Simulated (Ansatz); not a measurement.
Calculation: PBE (plane waves to 420 eV, PAW; Ansatz, a first-principles code).

Planar average of the electrostatic potential across the slab, in eV from the Fermi level, for N on the 1x1 (111) surface of fcc Ni, ferromagnetic, one in a 2x2 cell, started at the site 'hollow Ni-Ni-Ni over Ni at depth 4.0 Å':

(z (Å), V (eV)): (5.38, 5.07); (5.67, 5.07); (5.95, 5.07); (6.23, 5.06); (6.52, 5.06); (6.80, 5.05); (7.08, 5.02); (7.37, 4.97); (7.65, 4.86); (7.93, 4.63); (8.22, 4.16); (8.50, 3.16); (8.78, 1.04); (9.07, -5.02); (9.35, -14.26); (9.63, -20.24); (9.92, -19.00); (10.20, -11.39); (10.48, -3.01); (10.77, -0.50); (11.05, -4.84); (11.33, -13.79); (11.62, -20.13); (11.90, -19.52); (12.18, -12.33); (12.47, -3.64); (12.75, -0.36); (13.03, -3.67); (13.32, -12.35); (13.60, -19.49); (13.88, -20.02); (14.17, -13.60); (14.45, -4.62); (14.73, -0.19); (15.02, -1.97); (15.30, -9.71); (15.58, -18.00); (15.87, -20.75); (16.15, -16.45); (16.43, -8.85); (16.72, -3.13); (17.00, -0.25); (17.28, 2.57); (17.57, 4.58); (17.85, 5.26); (18.13, 5.52); (18.42, 5.62); (18.70, 5.67); (18.98, 5.68); (19.27, 5.69); (19.55, 5.69); (19.83, 5.69); (20.12, 5.69); (20.40, 5.69); (20.68, 5.69); (20.97, 5.69); (21.25, 5.69)

Slab: 17 atoms, 6.0 Å thick at the start under the adsorbate (thin: gaps and levels are the slab's own); k 7x7x1, smearing 0.1 eV, dipole-corrected; 8 atoms held, the rest relaxed; symmetry of the start imposed; spin-polarised, no spin-orbit, no U, no dispersion correction. At the end it is bonded to 3 Ni. In PBE it is, or lies within 0.03 eV of, the lowest of the starts that converged.

Problem. The surface cell has an area of 21.45 Å². What dipole along the normal does the step between the two vacuum levels imply?

Solution. the top vacuum level lies 0.63 eV above the bottom one; p = −ε₀ A ΔV (ε₀ = 0.005526 e/(V·Å)) gives -0.07 e·Å a cell.
